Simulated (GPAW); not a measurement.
## Pressure against volume in cubic perovskite BaTiO3 (space group 221) (GPAW, PBE)

```xyz
5
Lattice="3.9289 0.0000 0.0000 0.0000 3.9289 0.0000 0.0000 0.0000 3.9289" Properties=species:S:1:pos:R:3 pbc="T T T"
Ba     0.0000     0.0000     0.0000
Ti     1.9644     1.9644     1.9644
O      1.9644     0.0000     1.9644
O      0.0000     1.9644     1.9644
O      1.9644     1.9644     0.0000
```

Method: PBE, GPAW PAW datasets PBE (gpaw-data 1.0.1) (plane waves; GPAW). Settings: mode = pw; ecut = 1040 eV; xc = PBE; kpts = 8 8 8; mesh shift (steps) = 0 0 0; occupations.name = fermi-dirac; occupations.width = 0.01 eV; nbands = -8; convergence.density = 1e-05 e/electron; convergence.energy = 1e-05 eV/electron; convergence.bands = -6; symmetry.symmorphic = false; symmetry.tolerance = 0.0005; maxiter = 100. The cell above is the first row's. The rows scale it uniformly. In all rows fractional positions and the k mesh are held.

```
V (Å^3/atom)  P (GPa)
------------  -------
12.129              ?
12.393          10.22
12.657           6.06
12.920           2.33
13.184          -1.00
13.448          -3.99
13.711          -6.66
13.975          -9.04
14.239         -11.18
```

Fit P of the 8 rows that show it with a cubic. With u = V - 13.3, the rows have u = -0.9070, -0.6430, -0.3800, -0.1160, 0.1480, 0.4110, 0.6750, 0.9390. Least squares gives P = -2.361 - 11.3915·u + 2.4359·u² - 0.3274·u³. Residuals (row less fit): 0.001, 0.002, -0.007, 0.006, 0.005, -0.006, 0.001, 0.001; standard error 0.006 (degrees of freedom: 4). The fitted pressure is zero at V0 = 13.10, where dP/dV = -12.40, so B0 = -V0·dP/dV = 162 GPa.

### Question
Estimate the missing P (V = 12.129); what did the run itself give?

### Answer
u = -1.1710, so P = -2.361 - 11.3915 × (-1.1710) + 2.4359 × (-1.1710)² - 0.3274 × (-1.1710)³ = 14.844 GPa. The calculation gives 14.89 GPa, 0.046 GPa above the prediction (0.2 % of the range of P in the table). The row lies outside the fitted rows, so this is an extrapolation. From the scatter of the fitted rows alone, a prediction at this place has a standard error of 0.017 GPa, so the miss is 2.7 times that.

Carrying the step between the two nearest rows on in a straight line would have given 14.38, off by 0.51; series whose last step already gives the withheld value aren't shown. The scan was laid around a cell of about the measured size, scaled by a guess for this functional. This is a high-temperature phase, held here by symmetry. The runs keep the symmetry of the cell, so they don't test it for distortions. Spin-orbit coupling is off. Cutoffs and mesh are single choices, not tested for convergence of this quantity. Series with a scatter that would blur these digits, or in which a gap closes, are not shown.
